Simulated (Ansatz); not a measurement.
Structure of amorphous Ta18Si7N25 (periodic cell):

```xyz
50
Lattice="8.1012 0.1326 0.0696 0.1326 8.9090 0.2870 0.0696 0.2870 8.2274" Properties=species:S:1:pos:R:3 pbc="T T T"
Ta     0.1409     1.4862     0.6942
Ta     6.4505     1.9779     6.4628
Ta     0.5688     4.4868     0.2185
Ta     7.5873     0.5944     3.6105
Ta     1.5114     7.5213     0.8502
Ta     3.9074     5.8069     2.2986
Ta     1.1280     6.2219     3.9583
Ta     4.3667     7.1533     7.7322
Ta     4.6030     4.1649     4.7471
Ta     3.3496     4.2249     7.7682
Ta     1.9217     3.3915     2.3240
Ta     5.8417     3.6247     0.7468
Ta     6.5735     4.9877     6.4747
Ta     6.9662     6.2874     1.8204
Ta     1.3742     0.7292     5.6745
Ta     1.7069     3.6419     5.3419
Ta     5.7977     0.2395     1.0747
Ta     7.3112     3.6937     3.7214
Si     3.2289     0.9951     7.6047
Si     2.5059     0.3362     2.5933
Si     4.7470     2.3533     2.8489
Si     5.0492     6.7213     4.9698
Si     7.6438     7.8382     6.7981
Si     4.6430     8.9191     4.5248
Si     2.9417     5.9765     5.9052
N      2.1865     0.5654     0.8001
N      1.0756     1.5318     2.6568
N      4.9186     0.6681     7.4988
N      8.1223     2.2939     5.0436
N      5.1072     3.4905     6.8462
N      2.8244     0.3875     4.4026
N      0.4074     7.8634     5.1807
N      8.1655     5.0321     5.2263
N      0.4383     4.8921     2.3720
N      2.5902     5.6632     0.7102
N      3.8284     3.1376     1.4886
N      6.4997     2.0790     2.1865
N      5.0851     7.2378     1.3979
N      8.2022     6.8843     8.1545
N      7.8637     0.5049     7.2085
N      4.3322     0.6321     2.5349
N      2.7242     4.7053     3.7327
N      6.1032     7.0460     6.5099
N      2.3500     7.4737     2.7674
N      7.6536     3.4113     7.6129
N      5.6878     4.7665     2.6996
N      5.9119     0.8337     4.8167
N      2.7133     8.3127     7.3257
N      7.8233     8.4452     1.9630
N      2.5031     2.2945     6.7237
```

These are PBE, scalar-relativistic without spin-orbit coupling (plane waves to 420 eV, PAW; Ansatz, a quantum-chemistry and plane-wave program) values and carry that method's errors. The usual formal charges leave 43 electrons over, so the level spacing at the Fermi energy parts defect or band states and needn't be the band gap.

The cell was made by melting and quenching with the CHGNet potential and then relaxed with DFT. N atoms were pushed apart under 1.9 Å during the dynamics, to hinder bonds among them. The hot cell started wider than the set density and was brought back towards it in steps. It is the lowest in DFT energy of 2 quenches. It is a model cell: composition and starting density were chosen by hand, and all elements were melted together. No dispersion term was used. Its density started from a set value of 12.14 and ended at 10.65 g/cm³. Cooling (nominally 450 K/ps over its main leg) ran many orders faster than in experiment, which tends to leave more defects and strain. One small periodic cell is one sample of the glass; other quenches scatter about these values. Volume and shape were free in the relaxation. On a 2×2×2 Γ-centred mesh force components of up to 0.36 eV/Å stay, since the relaxation ran on one k-point at (1/4, 1/4, 1/4).

Bonds are counted up to Ta-Ta 3.12 Å, Ta-Si 2.78 Å, Ta-N 2.60 Å, Si-Si 2.60 Å, Si-N 2.08 Å, N-N 1.70 Å. Two cations that share two anions don't count as bonded, nor two that share one unless they lie closer than Ta-Ta 3.04 Å, Ta-Si 2.71 Å, Si-Si 2.38 Å.

Task: Give the coordination numbers, mean bond lengths and angles.

Result: 
- Mean coordination of Ta by anions = 4.89 (1 with 3, 5 with 4, 7 with 5, 5 with 6); 27 close contacts or bonds to cations besides
- Mean coordination of Si by anions = 2.86 (1 with 0, 1 with 1, 2 with 3, 2 with 4, 1 with 5); 11 close contacts or bonds to cations besides
- Mean coordination of N = 4.32 (2 with 3, 14 with 4, 8 with 5, 1 with 6)
- Mean Ta-N bond = 2.181 Å (spread 0.102 Å, 88 counted)
- Mean Ta-Ta close contact = 2.932 Å (spread 0.110 Å, 10 counted)
- Mean Si-N bond = 1.796 Å (spread 0.055 Å, 20 counted)
- Mean Ta-Si close contact = 2.644 Å (spread 0.048 Å, 7 counted)
- Bond angle at Ta = mean 100.8°, spread 31.3°
- Bond angle at Si = mean 105.0°, spread 23.3°
- Bond angle at N = mean 107.7°, spread 24.9°

Task: List the pairs of like atoms that count as bonded by the rules above.

Result: Ta3-Ta13 (2.98 Å), Ta3-Ta12 (3.03 Å), Ta3-Ta11 (2.73 Å), Ta3-Ta10 (2.85 Å), Ta9-Ta16 (3.00 Å), Ta9-Ta18 (2.93 Å), Ta9-Ta13 (2.75 Å), Ta10-Ta16 (2.99 Å), Ta11-Ta18 (3.02 Å), Ta11-Ta16 (3.04 Å), Si22-Si25 (2.42 Å), Si22-Si24 (2.28 Å).
